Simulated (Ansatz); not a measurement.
**Quick settings and what they miss: Rb (Im-3m, 1 atom in the cell)**

Self-consistent single point.

```
CELL_PARAMETERS angstrom
     -2.81483     2.81483     2.81483
      2.81483    -2.81483     2.81483
      2.81483     2.81483    -2.81483
ATOMIC_POSITIONS crystal
  Rb 0.00000 0.00000 0.00000
```

Method: PBE, harder PAW files (source: ansatz) (plane waves; Ansatz, a program for electronic structure).

Base settings: basis.ecutwfc = 28.7 Ry; kpoints.mp_grid.grid = 11 11 11; hamiltonian.xc = pbe; hamiltonian.pseudopotentials = {kind: paw, source: ansatz}; scf.occupations.method = fermi_dirac; scf.occupations.width = 0.0073 Ry.

Tight run (finer mesh or higher cutoff; not a proven limit): basis.ecutwfc: 28.7 Ry → 40.1 Ry; kpoints.mp_grid.grid: 11 11 11 → 15 15 15; scf.convergence.dr2_threshold: default (1e-07 eV) → 1e-09 eV. It gave Fermi level (on the code's own zero) 2.02 eV; pressure 0.07 GPa.

Quick runs, as changes from the base:
- A: the base itself
- B: basis.ecutwfc: 28.7 Ry → 17.3 Ry; kpoints.mp_grid.grid: 11 11 11 → 1 1 1; scf.occupations.width: 0.0073 Ry → 0.0147 Ry; kpoints.mp_grid.shift: default → 0.5 0.5 0.5
- C: basis.ecutwfc: 28.7 Ry → 14.3 Ry; kpoints.mp_grid.grid: 11 11 11 → 2 2 2; hamiltonian.xc: pbe → lda; kpoints.mp_grid.shift: default → 0.5 0.5 0.5; scf.convergence.dr2_threshold: default (1e-07 eV) → 0.0001 eV [LDA (PW92)]
- D: basis.ecutwfc: 28.7 Ry → 22.8 Ry; kpoints.mp_grid.grid: 11 11 11 → 6 6 6; scf.occupations.method: fermi_dirac → cold; scf.occupations.width: 0.0073 Ry → 0.02 Ry; scf.convergence.dr2_threshold: default (1e-07 eV) → 0.0001 eV
- E: basis.ecutwfc: 28.7 Ry → 22.8 Ry; kpoints.mp_grid.grid: 11 11 11 → 2 2 2
- F: basis.ecutwfc: 28.7 Ry → 20.2 Ry; kpoints.mp_grid.grid: 11 11 11 → 8 8 8

Energies are extrapolated to zero smearing width, which holds to low order in the width alone.

Dashes: energy of C, another energy zero.

† marks runs with another functional, U, potentials or spin treatment: their distance from the tight run is not a convergence error alone.

The count of work is k-points × plane waves × bands × iterations; it is no time. 

Pressures in the table are Ansatz's without its Pulay estimate, at a fixed set of plane waves; the tight run's value above holds the estimate.

The starting cell has typed, rounded lattice constants, without a prior relaxation at this level. Its lattice was rescaled by a random factor within 2.5 % of one.

```csv
run,energy less tight (meV/atom),pressure less tight (GPa),count of work / tight
A,-0.9,0.00,0.21
B,1588.0,-1.94,0.0018
C†,–,-1.77,0.0018
D,13.4,-0.04,0.034
E,367.9,-0.26,0.0064
F,16.3,-0.15,0.066
```

Among the runs at the tight run's level, the energy misses run from 0.9 to 1588.0 meV/atom.

Keys are those of Ansatz 0.2.
